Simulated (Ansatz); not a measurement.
# HfO₂ (model structure, started from the CdI2 type, P-3m1, No. 164, 3 atoms in the cell)

The numbers are results of LDA (plane waves, PAW; Ansatz, an electronic-structure program), not measurements.

Numerical settings: plane-wave cutoff 520 eV, 12×12×8 k mesh (along the axes of the cell as run), Fermi–Dirac smearing 0.01 eV, scalar-relativistic PAW data made under PBE.

Cell (relaxed at this level):

HfO₂ is modelled in the trigonal space group P-3m1 (No. 164), the CdI2 type structure, Pearson symbol hP3. Cell: a = b = 3.1970 Å, c = 4.5716 Å, α = β = 90.00°, γ = 120.00°. Hf on 1a is surrounded by 6 O at 2.078 Å (octahedral). O on 2d is coordinated by 3 Hf at 2.078 Å (trigonal pyramidal). (Neighbours: up to the widest gap in distance over summed covalent radii, below 1.35, at either atom; cation-cation and far metal-metal contacts left out.)

- band gap = 4.42 eV
- smallest direct gap on the k points sampled = 4.88 eV
- direct gap at Γ = 5.20 eV

Note: the relaxation could raise the start's symmetry but not lower it, so the cell can be a saddle point.

Spin–orbit coupling is not included.

Static lattice: no zero-point or thermal effects.

It cost around 18 core-seconds (rough) of CPU time.

A model structure was made by putting elements into a prototype or built by hand; it is no filed structure, need not be a known phase, and can be a saddle point held by its symmetry.
